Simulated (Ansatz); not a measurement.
**AlV2C, response to strain**

Start from AlV2C (space group P6_3/mmc, No. 194; a = 2.905 Å, c = 13.135 Å). Axes: x lies along a and z along c of the hexagonal cell.

Strains are applied to the cell and any free atomic positions relax; under biaxial strain the out-of-plane vector relaxes too.

Calculations: Ansatz (an electronic-structure program) PBE, spin-orbit coupling left out.

Notes on the quantities. energy relative to the base: free energy F; pressure: mean of the normal stresses, compression positive.

| case | energy relative to the base | volume per atom | pressure |
|---|---|---|---|
| base | 0 meV/atom | 12.00 Å³ | 0.0 GPa |
| biaxial strain +1.05 %, plane normal [001], relaxed out of plane | – | 12.17 Å³ | -2.3 GPa |
| isotropic strain −3.83 % | +98 meV/atom | 10.67 Å³ | 26.2 GPa |
| isotropic strain −3.15 % | +64 meV/atom | 10.90 Å³ | 20.5 GPa |
| isotropic strain −0.99 % | +5.9 meV/atom | 11.65 Å³ | 5.5 GPa |
| isotropic strain −0.78 % | +3.6 meV/atom | 11.72 Å³ | 4.3 GPa |
| uniaxial strain ε_zz = +1.61 % | +3.0 meV/atom | 12.19 Å³ | -2.7 GPa |
| uniaxial strain ε_zz = +5.67 % | +35 meV/atom | 12.68 Å³ | -8.1 GPa |

Without a gap, meshes like the base's 18×18×4 leave anisotropic stresses uncertain by several tenths of a GPa, and small strain energies with them. Stability against distortions was not tested. Starting moments died away, wholly or in part, for the base; another magnetic solution may exist. All final runs are without spin polarisation.
